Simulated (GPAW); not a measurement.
## GPAW run on Sc (P6_3/mmc, 4 atoms in the cell): self-consistent single point

Method: LDA (Perdew-Wang 92), GPAW PAW datasets LDA (gpaw-data 1.0.1) (plane waves; GPAW).

Input:

```python
from ase import Atoms
from ase.units import GPa
from gpaw import GPAW

atoms = Atoms(['Sc', 'Sc', 'Sc', 'Sc'],
              cell=[[3.335819, 0.000000, 0.000000],
                    [-1.667909, 2.888904, 0.000000],
                    [0.000000, 0.000000, 10.733019]],
              scaled_positions=[[0.000000, 0.000000, 0.000000],
                                [0.000000, 0.000000, 0.500000],
                                [0.333333, 0.666667, 0.250000],
                                [0.666667, 0.333333, 0.750000]],
              pbc=True)

calc = GPAW(mode={'name': 'pw', 'ecut': 800},
            xc='LDA',
            kpts={'size': (7, 7, 2), 'gamma': True},
            occupations={'name': 'methfessel-paxton', 'width': 0.2, 'order': 1},
            nbands=-12,
            convergence={'density': 1e-05, 'energy': 1e-05},
            symmetry={'symmorphic': False, 'tolerance': 0.0005},
            maxiter=120)

atoms.calc = calc

energy = atoms.get_potential_energy()
print('Energy (eV):', round(energy, 6))
forces = atoms.get_forces()
print('Forces (eV/Ang):')
print(forces.round(5))
stress = atoms.get_stress()
print('Stress (GPa, Voigt):', (stress / GPa).round(4))
```

Log, with long lists cut:

```
Input parameters:
  convergence: {density: 1e-05,
                energy: 1e-05}
  kpts: {gamma: True,
         size: (7, 7, 2)}
  maxiter: 120
  mode: {ecut: 800,
         name: pw}
  nbands: -12
  occupations: {name: methfessel-paxton,
                order: 1,
                width: 0.2}
  symmetry: {symmorphic: False,
             tolerance: 0.0005}

species:
  Sc:
    name: Scandium
    Z: 21.0
    valence: 11
    core: 10
    charge: 0.0
    file: Sc.LDA.gz

    # Using partial waves for Sc as LCAO basis

Reference energy: -82966.512849  # eV

Spin-paired calculation

Convergence criteria:
 Maximum [total energy] change in last 3 cyles: 1e-05 eV / valence electron
 Maximum integral of absolute [dens]ity change: 1e-05 electrons / valence electron
 Maximum integral of absolute [eigenst]ate change: 4e-08 eV^2 / valence electron
 Maximum number of scf [iter]ations: 120

Symmetries present (total): 24
Symmetries with fractional translations: 12
98 k-points: 7 x 7 x 2 Monkhorst-Pack grid + [0.000000,0.000000,1/4]
16 k-points in the irreducible part of the Brillouin zone
       k-points in crystal coordinates                weights
   0:     0.00000000    0.00000000    0.00000000          1/98
   1:     0.00000000    0.00000000    0.50000000          1/98
   2:     0.14285714    0.00000000    0.00000000          6/98
   [... 7 lines left out ...]
          ...
  15:     0.42857143    0.42857143    0.50000000          6/98

Wave functions: Plane wave expansion
  Cutoff energy: 800.000 eV
  Number of coefficients (min, max): 5298, 5366
  Pulay-stress correction: 0.000000 eV/Ang^3 (de/decut=0.000000)

Occupation numbers: Methfessel-Paxton:
  width: 0.2000  # eV
  order: 1

Eigensolver

Densities:
  Coarse grid: 24*24*72 grid
  Fine grid: 48*48*144 grid
  Total Charge: 0.000000

Density mixing:
  Method: separate
  Backend: pulay
  Linear mixing parameter: 0.05
  old densities: 5
  Damping of long wavelength oscillations: 50

Hamiltonian:
  XC and Coulomb potentials evaluated on a 48*48*144 grid
  External potential:
    NoExternalPotential

Number of atoms: 4
Number of atomic orbitals: 52
Number of bands in calculation: 34
Number of valence electrons: 44
Bands to converge: occupied

Density initialized from atomic densities
  34 bands from LCAO basis set

Atomic positions and initial magnetic moments

Positions:
   0 Sc     0.000000    0.000000    0.000000    ( 0.0000,  0.0000,  0.0000)
   1 Sc     0.000000    0.000000    5.366510    ( 0.0000,  0.0000,  0.0000)
   2 Sc    -0.000001    1.925937    2.683255    ( 0.0000,  0.0000,  0.0000)
   3 Sc     1.667911    0.962967    8.049764    ( 0.0000,  0.0000,  0.0000)

Unit cell:
           periodic     x           y           z      points  spacing
  1. axis:    yes    3.335819    0.000000    0.000000    24     0.1204
  2. axis:    yes   -1.667909    2.888904    0.000000    24     0.1204
  3. axis:    yes    0.000000    0.000000   10.733019    72     0.1491

  Lengths:   3.335819   3.335819  10.733019
  Angles:   90.000000  90.000000 119.999993

Effective grid spacing dv^(1/3) = 0.1356

     iter     time        total  log10-change:
                         energy   eigst   dens
iter:   1 --:--:--   -20.543243
iter:   2 --:--:--   -20.580450   +0.08  -1.51
iter:   3 --:--:--   -20.372352   -0.04  -1.54
iter:   4 --:--:--   -20.457844   -0.44  -1.86
iter:   5 --:--:--   -20.550612   -0.70  -2.18
iter:   6 --:--:--   -20.493772   -1.09  -2.00
   [... 6 lines left out ...]
iter:  13 --:--:--   -20.434624   -1.81  -2.91
iter:  14 --:--:--   -20.435577   -2.91  -3.30
iter:  15 --:--:--   -20.438307   -2.94  -3.03
iter:  16 --:--:--   -20.435358   -3.02  -2.80
iter:  17 --:--:--   -20.435174   -2.70  -3.02
iter:  18 --:--:--   -20.434926c  -3.20  -3.38
iter:  19 --:--:--   -20.434826c  -2.96  -3.61
iter:  20 --:--:--   -20.434834c  -3.30  -3.72
iter:  21 --:--:--   -20.434800c  -4.03  -3.67
iter:  22 --:--:--   -20.434822c  -3.75  -4.01
iter:  23 --:--:--   -20.434807c  -4.15  -3.74
   [... 2 lines left out ...]
iter:  26 --:--:--   -20.434811c  -4.51  -4.13
iter:  27 --:--:--   -20.434810c  -4.60  -4.89
iter:  28 --:--:--   -20.434805c  -4.63  -4.88
iter:  29 --:--:--   -20.434810c  -4.72  -4.77
iter:  30 --:--:--   -20.434809c  -4.75  -4.98
iter:  31 --:--:--   -20.434807c  -4.84  -5.29c
iter:  32 --:--:--   -20.434808c  -4.90  -5.25c
iter:  33 --:--:--   -20.434809c  -4.99  -5.41c
iter:  34 --:--:--   -20.434809c  -5.10  -5.57c
iter:  35 --:--:--   -20.434809c  -5.16  -6.00c
iter:  36 --:--:--   -20.434809c  -5.25  -6.01c
   [... 37 lines left out ...]
iter:  74 --:--:--   -20.434809c  -7.18  -7.28c
iter:  75 --:--:--   -20.434809c  -7.22  -7.30c
iter:  76 --:--:--   -20.434809c  -7.27  -7.24c
iter:  77 --:--:--   -20.434809c  -7.33  -7.28c
iter:  78 --:--:--   -20.434809c  -7.37  -7.26c
iter:  79 --:--:--   -20.434809c  -7.45c -7.27c

Converged after 79 iterations.

Dipole moment: (0.000000, -0.000000, 0.000000) |e|*Ang

Energy contributions relative to reference atoms: (reference = -82966.512849)

Kinetic:        -12.060034
Potential:      +10.909348
External:        +0.000000
XC:             -19.985454
Entropy (-ST):   +0.004982
Local:           +0.698009
SIC:             +0.000000
--------------------------
Free energy:    -20.433148
Extrapolated:   -20.434809

Showing only first 2 kpts
 Kpt  Band  Eigenvalues  Occupancy
  0    20      5.40077   -0.03391
  0    21      5.79414   -0.00000
  0    22      5.84774   -0.00000
  0    23      6.42206   -0.00000

  1    20      5.43188   -0.02226
  1    21      5.43188   -0.02226
  1    22      6.35120   -0.00000
  1    23      6.35120   -0.00000

Fermi level: 5.05332

No gap
No difference between direct/indirect transitions
Energy (eV): -20.434809

Forces in eV/Ang:
  0 Sc    0.00000   -0.00000    0.00000
  1 Sc    0.00000   -0.00000    0.00000
  2 Sc    0.00000   -0.00000   -0.00000
  3 Sc   -0.00000    0.00000   -0.00000

Stress tensor:
     0.040873    -0.000000     0.000000
    -0.000000     0.040873     0.000000
     0.000000     0.000000     0.045876
Stress (GPa, Voigt): [ 6.5486  6.5486  7.3501  0.      0.     -0.    ]
```

The run converged in 79 iterations. GPAW prints stress with tension positive.

The starting cell was generated: these elements placed on a structure prototype, without a prior relaxation; it need not be a known phase or ordering of this composition. Its lattice was rescaled by a random factor within 2.5 % of one. With a pressure of about -7 GPa the cell is away from its equilibrium volume at this level.

Cost on one core of a shared machine: roughly 8 min.
